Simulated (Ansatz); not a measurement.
## How the smallest direct gap on the k points sampled of Ta2O5 (I4/mmm, No. 139, 7 atoms in the cell; start mp-1218001) moves with the method

No measured value is used here.

```json
[
 {"level (code)": "LDA (Ansatz)", "value (eV)": "1.57"},
 {"level (code)": "PBEsol+SOC (Ansatz)", "value (eV)": "1.57"},
 {"level (code)": "r²SCAN+SOC (Ansatz)", "value (eV)": "2.05"},
 {"level (code)": "HSE06+SOC (Ansatz)", "value (eV)": "?"},
 {"level (code)": "PBE0 (Ansatz)", "value (eV)": "?"},
 {"level (code)": "r²SCAN0 (Ansatz)", "value (eV)": "4.19"}
]
```

Fill in the missing entries.


- HSE06+SOC (Ansatz, a program for electronic structure), value (eV): 3.06
- PBE0 (Ansatz), value (eV): 3.87

Computed values are for a static lattice. Levels without +SOC have no spin–orbit coupling; where heavier elements are present it shifts gaps, mostly down, and can invert bands.  Values are at the PBEsol cell. Cutoffs and k meshes differ between the levels. Ansatz's density-functional and Hartree–Fock values are scalar-relativistic unless marked +SOC, with PAW data made under PBE.

A start named mp-… is a Materials Project structure, which need not be a measured phase.
